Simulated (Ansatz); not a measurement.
Defect migration in corundum: interstitial O, charge state -2. The step: a concerted move, in which O travels most; the atom moves 1.10 Å along (0.21, 0.23, 0.02) of the unit cell; the moving atom starts with neighbours 2 Al at 1.88, Al at 1.92, Al at 1.96; O at 2.18, O at 2.21, O at 2.30 Å and ends with 2 Al at 1.88, Al at 1.92, Al at 1.96; O at 2.18, O at 2.21, O at 2.30 Å. DFT values are from Ansatz (plane-wave PAW, 420 eV unless said) in a cell of 270 host sites, spin-restricted, static, with no finite-size correction. The charge state is imposed; whether it is stable for some Fermi level was not computed. Sites that were not tried may lie lower. For the PBE band: the saddle point's order was not checked.

```
Level                                                                      Forward barrier (eV)  Cost of the band or of the saddle's single point
-------------------------------------------------------------------------  --------------------  ------------------------------------------------
PBE, the Γ point alone, band relaxed                                                       0.50            about 60 core-minutes (a rough figure)
PBE, a 2×2×2 k-point mesh shifted by half a step along c, same geometries                  0.50                      very roughly 15 core-minutes
r2SCAN at 500 eV, the Γ point alone, same geometries                                       0.52                            roughly 4 core-minutes
HSE06, Γ point alone, same geometries                                                      0.51                      very roughly 40 core-minutes
```

Ansatz is a first-principles code.
